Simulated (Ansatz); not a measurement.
Take BP (space group P4_2/mnm, No. 136; a = 5.532 Å, c = 3.187 Å; a hypothetical phase, not in the database extracts checked) as the base. Axes: x, y, z lie along a, b, c of the conventional cell.

Levels (all Ansatz, a quantum-chemistry and plane-wave program, PAW): PBEsol (420 eV, spin-orbit coupling left out); HSE06 (420 eV, no spin-orbit coupling).

Its gap is 0.26 eV with PBEsol and 1.05 eV with HSE06.

It is then changed as follows: compressive biaxial strain of 1.68 % in the plane normal to [001], as in epitaxy on a mismatched substrate; the out-of-plane cell vector and the atoms relax.

With PBEsol the gap becomes 0.12 eV.

### Question
If the HSE06 correction stayed the same, what would the HSE06 gap be, and what does the HSE06 run give?

### Answer
A rigid correction of +0.79 eV gives 0.91 eV. The HSE06 run gives 0.90 eV, so the two effects roughly add.

Single points use the geometry relaxed with PBEsol. HSE06 was sampled on its mesh, a few special points and the semilocal edge points, so its gap is an upper bound. No phonon test of stability was made. The zero or small gap of BP can change with the level of theory.
